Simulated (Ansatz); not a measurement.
**ZnS: biaxial strain −1.22 %, plane normal [001], relaxed out of plane**

Take ZnS in the wurtzite structure (space group P6_3mc, No. 186; a = 3.845 Å, c = 6.306 Å) as the base. Axes: x lies along a and z along c of the hexagonal cell.

One thing is altered: compressive biaxial strain of 1.22 % in the plane normal to [001], as in epitaxy on a mismatched substrate; the out-of-plane cell vector and the atoms relax.

All numbers come from Ansatz (a first-principles code), PBE, PAW, cutoff 420 eV, without spin-orbit coupling. k-mesh 10×10×5 (Γ-centred); smearing 0.05 eV (Fermi–Dirac).

| quantity | base | changed | shift |
|---|---|---|---|
| volume per atom | 20.18 Å³ | 19.83 Å³ | -0.35 Å³ |
| space group | P6_3mc (No. 186) | P6_3mc (No. 186) | – |
| pressure (mean of the normal stresses, compression positive) | 0.0 kbar | 12.2 kbar | +12.2 kbar |
| band gap | 2.08 eV | 2.09 eV | +0.015 eV |
| gap character | direct at Γ | direct at Γ | – |
| width of the top valence band | 2.03 eV | 2.13 eV | +0.10 eV |
| electron mass | 0.16 mₑ along c, 0.18 mₑ across (at Γ) | 0.15 mₑ out of plane, 0.19 mₑ in plane (at Γ) | – |
| valence-band top at Γ (three highest levels, from the VBM) | 0.00, 0.00, -0.07 eV | 0.00, 0.00, -0.18 eV | – |
| out-of-plane strain | – | +0.71 % | – |
| ratio −ε⊥/ε∥ | – | 0.58 | – |

Final structure (turned so that z lies along the plane normal):

```xyz
4
Lattice="3.7982 0.0000 0.0000 1.8991 3.2893 0.0000 0.0000 0.0000 6.3504" Properties=species:S:1:pos:R:3 pbc="T T T"
Zn     3.7982     2.1929     6.3384
Zn     1.8991     1.0964     3.1632
S      3.7982     2.1929     3.9822
S      1.8991     1.0964     0.8071
```

Cost of the whole job for the changed cell (relaxation, final SCF and bands): around 60 core-seconds (rough).

Effective masses come from finite differences of ±0.01 Å⁻¹. Stability against distortions was not tested.
